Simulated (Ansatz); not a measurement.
Input and output of a self-consistent single point for CsLuS₂ (R3m, 4 atoms in the cell) (Ansatz, an electronic-structure program).

Level of theory: PBEsol, default PAW files made with PBE (plane waves; Ansatz).

The change in words: lattice scaled by 0.98; basis.ecutrho_ratio: default → 3. Reference geometry:
```
CELL_PARAMETERS angstrom
      1.98803     1.14779     8.02099
     -1.98803     1.14779     8.02099
      0.00000    -2.29558     8.02099
ATOMIC_POSITIONS crystal
  Cs 0.00208 0.00208 0.00208
  Lu 0.50000 0.50000 0.50000
  S  0.77409 0.77409 0.77409
  S  0.22591 0.22591 0.22591
```

Reference input (self-consistent single point, DFT, PBEsol, plane waves, default PAW files made with PBE): basis.ecutwfc = 420 eV; kpoints.mp_grid.grid = 7 7 7; hamiltonian.xc = pbesol; hamiltonian.pseudopotentials = {kind: paw} (the program's default PAW files); scf.occupations.method = fixed. This run's input differs from it in these lines:

Ansatz 0.2 input:
```diff
@@ -2,5 +2,5 @@
   lattice:
-    - [1.988033, 1.147791, 8.020995]
-    - [-1.988033, 1.147791, 8.020995]
-    - [0.000000, -2.295583, 8.020995]
+    - [1.948272, 1.124835, 7.860575]
+    - [-1.948272, 1.124835, 7.860575]
+    - [0.000000, -2.249671, 7.860575]
   atoms:
@@ -12,2 +12,3 @@
   ecutwfc: 420.0
+  ecutrho_ratio: 3
 kpoints:
```

Log, with long lists cut:

```
SCF iter   1: F=—  HF=-21974.418354 eV  |F-HF|=—  |Δ(HF+E_count)|=         —  Δρ=4.47e-3  dr2=3.54e-2  ethr=1.77e-3  ⟨swp⟩=5.7  Hψ=5270  notcnv=0  defer=98
all-band conjugate gradients solve this SCF's bands
preconditioner: auto → Resta (q_TF=auto, 2.384 Å⁻¹)
SCF iter   2: F=—  HF=-21974.407904 eV  |F-HF|=—  |Δ(HF+E_count)|=   1.04e-2  Δρ=1.89e-3  dr2=6.15e-3  ethr=7.71e-5  ⟨swp⟩=3.1  Hψ=2759  notcnv=0  defer=129
   [... lines left out ...]
SCF iter   5: F=—  HF=-21974.406941 eV  |F-HF|=—  |Δ(HF+E_count)|=   2.84e-5  Δρ=1.22e-4  dr2=2.79e-5  ethr=3.75e-7  ⟨swp⟩=2.0  Hψ=1760  notcnv=0  defer=126
SCF iter   6: F=—  HF=-21974.406949 eV  |F-HF|=—  |Δ(HF+E_count)|=   8.66e-6  Δρ=3.98e-5  dr2=1.85e-6  ethr=6.07e-8  ⟨swp⟩=2.0  Hψ=2077  notcnv=0  defer=51
SCF iter   7: F=—  HF=-21974.406951 eV  |F-HF|=—  |Δ(HF+E_count)|=   2.14e-6  Δρ=1.03e-5  dr2=1.51e-7  ethr=4.02e-9  ⟨swp⟩=2.0  Hψ=2104  notcnv=0  defer=55
SCF iter   8: F=-21974.406951 eV  HF=-21974.406951 eV  |F-HF|=7.42e-9  |Δ(HF+E_count)|=   7.07e-8  Δρ=2.73e-6  dr2=9.02e-9  ethr=2.17e-10  ⟨swp⟩=15.4  Hψ=10316  notcnv=0
SCF 1 converged in 8 iterations: F = -21974.406951 eV  dr2 = 9.02e-9
Free energy (F): -21974.406951 eV
Internal energy: -21974.406951 eV  (E = F + TS)
E sigma→0 (E₀):  -21974.406951 eV
Fermi energy:    8.389113 eV
--- Forces (eV/Å), atoms counted from 1 ---
  atom   1  Cs     0.00000000     0.00000000    -0.17349397
  atom   2  Lu     0.00000000    -0.00000000     0.13794756
  atom   3  S      0.00000000     0.00000001    -0.40744907
  atom   4  S      0.00000000    -0.00000001     0.44299405
--- Stress (GPa, compression-positive) ---
        2.576770       0.000000       0.000000
        0.000000       2.576770       0.000000
        0.000000       0.000000       2.151034
  P = ⅓ Tr σ = 2.4349 GPa (24.349 kbar)
  The stress holds the Pulay correction, which leaves out the density cutoff's part. Without it, at fixed plane waves, as pw.x and ABINIT print it …
settings of this run that can trade accuracy for cost: basis.ecutrho_ratio < 4. Do not mix this run's numbers with those of runs without the same settings …
```

The run converged in 8 iterations. Against the reference run the free energy rises by 6.1 meV/atom, the pressure goes from -1.04 to 2.43 GPa, the largest force goes from 0.135 to 0.443 eV/Å and the gap on the mesh goes from 1.950 to 1.792 eV. The full log also holds: “WARN basis.ecutrho_ratio = 3 (ecutrho = 1260 eV) is below the records' recommended cutoff”.

The starting cell comes from a database of computed structures (which also holds hypothetical and non-ambient phases and stackings), without a prior relaxation at this level. Its lattice was rescaled by up to half a per cent. One atom was moved a little off its site on purpose. For this run, on top of that: lattice scaled by 0.98. Spin-orbit coupling is off. Ansatz's pressure includes its estimate of the finite-basis (Pulay) stress. The cutoff lies below the one recommended for these files.
